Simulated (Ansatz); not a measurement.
Consider the following.

End structure of S on the 1x1 (0001) surface of hcp Ru, one in a 1x1 cell, started at the site 'hollow Ru-Ru-Ru over Ru at depth 2.1 Å':

```
CELL_PARAMETERS angstrom
      2.72140     0.00000     0.00000
     -1.36070     2.35680     0.00000
      0.00000     0.00000    25.50000
ATOMIC_POSITIONS crystal
  Ru 0.66667 0.33333 0.37633
  Ru 0.33333 0.66667 0.45766
  Ru 0.66667 0.33333 0.54127
  Ru 0.33333 0.66667 0.62957
  S  0.66667 0.33333 0.69712
```

Set-up: 5 atoms, 6.3 Å thick at the start under the adsorbate (thin: gaps and levels are the slab's own); mesh 12x12x1; 0.1 eV smearing; dipole correction on; 2 atoms held, the rest relaxed; start symmetry kept, larger cells not searched; no spin, no spin-orbit, no U, no dispersion correction. At the end it is bonded to 3 Ru. In PBE it is, or lies within 0.03 eV of, the lowest of the starts that converged.

A negative adsorption energy means that the adsorbate is more stable on the surface than in its reference.

Predict the change of the step from the bottom to the top vacuum level, against the clean slab from Ansatz (a first-principles code) with PBE.

-0.65 eV

Predict the change of the work function from PBE.

-0.59 eV

Estimate the work function of the top face that PBE returns for this input.

4.41 eV

What is the computed adsorption energy against ⅛ S8(g) (PBE)?

-0.79 eV
